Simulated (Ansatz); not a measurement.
**How far PBE and PBEsol part for hypothetical diamond Li**

The parent structure is Li in the diamond structure (space group Fd-3m, No. 227; a = 5.895 Å; a hypothetical phase, not in the database extracts checked).

(Cell as relaxed with PBE.)

Levels (all Ansatz, an electronic-structure program, PAW): PBE (420 eV, no SOC); PBEsol (420 eV, no spin-orbit coupling).

Each level relaxes its own structure.

```tsv
quantity	PBE	PBEsol
volume per atom	25.61 Å³	(withheld)
lattice parameter a	5.895 Å	(withheld)
band gap	zero	(withheld)
```

Predict the PBEsol column.


- volume per atom, PBEsol: 25.39 Å³
- lattice parameter a, PBEsol: 5.878 Å
- band gap, PBEsol: zero

PBE's volume per atom lies 0.22 Å³ above PBEsol's (0.9 %); PBE's lattice parameter a lies 0.017 Å above PBEsol's (0.3 %); the two agree on the band gap. Neither level is exact; PBEsol is the comparison here, not a measurement.

Stability against distortions was not tested.
